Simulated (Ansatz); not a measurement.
Pressure series in HfS2

Base system: HfS2 in the CdI2 type structure (space group P-3m1, No. 164; layered, stacked along the Cartesian z axis).

```xyz
3
Lattice="3.6057 0.0000 0.0000 -1.8028 3.1226 0.0000 0.0000 0.0000 5.7676" Properties=species:S:1:pos:R:3 pbc="T T T"
Hf     0.0000     0.0000     0.0000
S      0.0000     2.0817     1.4564
S      1.8028     1.0409     4.3112
```

Cell and atoms are relaxed at each pressure.

All numbers come from PBE-D3(BJ), PAW, 420 eV (Ansatz, a first-principles code; spin-orbit coupling left out).

Computed cases, in order: pressure −1 GPa; 0 GPa (base); pressure 0.3 GPa; pressure 0.7 GPa; pressure 1.5 GPa; pressure 3 GPa; pressure 5 GPa; pressure 7.5 GPa; pressure 10 GPa.

Problem. Between which two neighbouring cases does the band gap open or close?

Solution. Between pressure 7.5 GPa (0.12 eV) and pressure 10 GPa (zero). The whole series: pressure −1 GPa: 1.03 eV; 0 GPa (base): 0.85 eV; pressure 0.3 GPa: 0.80 eV; pressure 0.7 GPa: 0.74 eV; pressure 1.5 GPa: 0.64 eV; pressure 3 GPa: 0.49 eV; pressure 5 GPa: 0.31 eV; pressure 7.5 GPa: 0.12 eV; pressure 10 GPa: zero.

A case with no gap was solved on a k-mesh chosen for an insulator, which is coarse for it. With Hf present, leaving out spin-orbit coupling can change the band edges. Load acts through the strain it causes; cell and atoms are relaxed under it. Stability against distortions was not tested. No other phases were tried under pressure. All final runs are without spin polarisation. A zero or small gap of HfS2 under pressure 7.5 GPa and HfS2 under pressure 10 GPa can be the functional's error rather than a property of the material.
